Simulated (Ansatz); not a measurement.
Take TaN in the rock salt structure (space group Fm-3m, No. 225; a = 4.417 Å) as the base.

(Cell as relaxed with PBE.)

Levels (all Ansatz, an electronic-structure program, PAW): PBE (420 eV, no SOC); r2SCAN (500 eV, scalar-relativistic without spin-orbit coupling).

Each level relaxes its own structure.

```csv
base,PBE,r2SCAN
volume per atom,10.77 Å³,10.62 Å³
lattice parameter a,441.7 pm,439.6 pm
band gap,zero,zero
```

One thing is altered: cell and atoms relaxed at a pressure of 1.8 GPa.

```tsv
quantity	PBE	r2SCAN
shortest interatomic distance	220.5 pm	[?]
band gap	zero	[?]
```

Question: Predict the r2SCAN column.

Answer: 
- shortest interatomic distance, r2SCAN: 219.4 pm
- band gap, r2SCAN: zero

PBE's shortest interatomic distance lies 1.01 pm above r2SCAN's (0.5 %); the two agree on the band gap. Neither level is exact; r2SCAN is the comparison here, not a measurement.

Load acts through the strain it causes; cell and atoms are relaxed under it. Stability against distortions was not tested. The final runs are not spin-polarised. This is not the structure that TaN has at room temperature and ambient pressure.
